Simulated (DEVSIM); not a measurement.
System: Al/SiON/SiO2/p-Si capacitor, at 300 K.

| layer (left to right) | material | thickness (nm) | Na (cm⁻³) |
|---|---|---|---|
| 1 | SiON | 5.20 | - |
| 2 | SiO2 | 0.530 | - |
| 3 | Si | 9900 | 3.4e15 |

Metal gate on the left, work function 4.1 eV. Fixed charge at the semiconductor interface 0 cm⁻² (in units of +e); no interface traps.

The device is made up for the run: typed textbook-type constants, with dimensions and the other settings drawn at random. Values at 300 K.

```
parameter      SiON  SiO2       Si
-------------  ----  ----  -------
gap (eV)          7     9    1.124
affinity (eV)   1.4   0.9     4.05
permittivity    5.5   3.9     11.7
Nc (cm⁻³)         -     -  2.86e19
Nv (cm⁻³)         -     -   3.1e19
```

Model (solved in DEVSIM): 1D Poisson equation in equilibrium, Boltzmann statistics, complete ionisation; no quantum confinement or tunnelling. Metal contacts follow the ideal Schottky-Mott rule: no Fermi-level pinning, no interface dipoles.

The gate work function was swept, all else fixed.

```csv
gate work function (eV),minimum of the low-frequency capacitance (μF/cm²),threshold voltage (band bending 2φF) (V),flat-band voltage (V)
3.8,0.0235,-0.45,-1.14
3.95,0.0229,-0.30,-0.99
4.1,0.0235,-0.15,-0.84
4.25,0.0229,0.00,-0.69
4.4,0.0235,0.15,-0.54
```

From the first row to the last the threshold voltage (band bending 2φF) goes from -0.45 to 0.15.
